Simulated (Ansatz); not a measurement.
The starting structures come from a database of crystals and need not be the phases stable at ambient conditions.

Tunnelling through a barrier is set by its complex band structure: the current falls as exp(−2κd) with the smallest κ.

```xyz
20
Lattice="5.5587 0.0000 0.0000 2.4794 9.6094 0.0000 -1.5396 4.8047 4.4705" Properties=species:S:1:pos:R:3 pbc="T T T"
Na     3.8691     9.6094     2.7001
Na     2.6294     4.8047     1.7704
Ga    -0.1499     4.8047     3.6235
Ga     6.6484     9.6094     0.8470
Ge     4.9003     6.8393     0.8534
Ge     1.5982     7.5748     3.6171
Ge     0.3585     2.7701     0.8534
Ge     6.1400    11.6440     3.6171
O      4.6687     6.1781     2.4480
O      1.8298     8.2360     2.0225
O      0.5901     3.4313     2.4480
O      5.9084    10.9828     2.0225
O      4.8721     8.6156     0.7224
O      1.6264     5.7985     3.7481
O      0.3867     0.9938     0.7224
O      6.1118    13.4203     3.7481
O      6.3308     6.1246     0.0853
O      0.1677     8.2896     4.3852
O      4.4867     3.4849     0.0853
O      2.0118    10.9293     4.3852
```

Space group of this cell: C2/c. The cell is taken as given; by r2SCAN its mean pressure is -6.8 GPa.

Transport runs along the normal of the first two printed cell vectors.

The gap is the functional's own, uncorrected, and κ follows it; spin-orbit coupling is left out. Mid-gap values are interpolated between the computed energies.

Task: State the band gap and the smallest decay constant κ at mid-gap according to r2SCAN run with Ansatz (an electronic-structure program).

Result: Gap 3.28 eV on a 8×8×8 mesh; κ = 0.291 1/Å, at the zone centre.
